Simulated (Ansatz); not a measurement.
## A computed series for SiGe: pressure series

Take SiGe in the wurtzite structure (space group P6_3mc, No. 186; a model cell, its experimental status unchecked) as the base.

```yaml
crystal:
  lattice:
    - [3.90037, 0.00000, 0.00000]
    - [-1.95019, 3.37782, 0.00000]
    - [0.00000, 0.00000, 6.44343]
  atoms:
    - { symbol: Ge, position: [0.66667, 0.33333, 0.99962] }
    - { symbol: Ge, position: [0.33333, 0.66667, 0.49962] }
    - { symbol: Si, position: [0.66667, 0.33333, 0.62558] }
    - { symbol: Si, position: [0.33333, 0.66667, 0.12558] }
```

Cell and atoms are relaxed at each pressure.

All numbers come from PBEsol (Ansatz, a first-principles code, PAW, no spin-orbit coupling), earlier PAW set.

```
pressure (GPa)  volume per atom (Å³/atom)
--------------  -------------------------
-2                                 21.784
-1                                 21.492
0                                  21.223
0.9                                     ?
2.1                                20.708
9                                  19.379
15                                 18.508
22.5                               17.635
30                                 16.923
```

Question: Fit the third-order Birch–Murnaghan form P(V) = (3B₀/2)[(V₀/V)^(7/3) − (V₀/V)^(5/3)]·[1 + (3/4)(B₀′ − 4)((V₀/V)^(2/3) − 1)] (squares taken in P) to the rows shown and predict the withheld row.

Answer: Least squares on the printed values gives V₀ = 21.223 Å³/atom, B₀ = 81.8 GPa, B₀′ = 4.2; this predicts 20.996 Å³/atom, and the run gives 20.993 Å³/atom, 0.003 lower.

A case with no gap was solved on a k-mesh chosen for an insulator, which is coarse for it. Load acts through the strain it causes; cell and atoms are relaxed under it. Whether these cells are dynamically stable was not tested. Competing high-pressure phases were not computed. The final runs are not spin-polarised.
